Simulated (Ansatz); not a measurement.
# NbIr3: response to strain

The parent structure is NbIr3 (space group P6_3/mmc, No. 194; a = 5.519 Å, c = 4.434 Å; a cell from a computed database, its experimental status unchecked). Axes: x lies along a and z along c of the hexagonal cell.

Strains are applied to the cell and any free atomic positions relax; under biaxial strain the out-of-plane vector relaxes too.

All numbers come from PBEsol (Ansatz, a program for electronic structure), no spin-orbit coupling.

Notes on the quantities. pressure: mean of the normal stresses, compression positive.

```csv
change,volume per atom,pressure,space group
base,14.62 Å³,0.0 GPa,P6_3/mmc (No. 194)
"biaxial strain −2.92 %, plane normal [001], relaxed out of plane",13.99 Å³,17.3 GPa,P6_3/mmc (No. 194)
"biaxial strain +2.59 %, plane normal [001], relaxed out of plane",15.18 Å³,-10.8 GPa,P6_3/mmc (No. 194)
uniaxial strain ε_zz = +4.51 %,15.28 Å³,-13.2 GPa,P6_3/mmc (No. 194)
tensor shear ε_yz = +3.80 %,14.60 Å³,1.8 GPa,C2/m (No. 12)
```

Without a gap, meshes like the base's 10×10×11 leave anisotropic stresses uncertain by several tenths of a GPa, and small strain energies with them. Whether these cells are dynamically stable was not tested. The final runs are not spin-polarised.
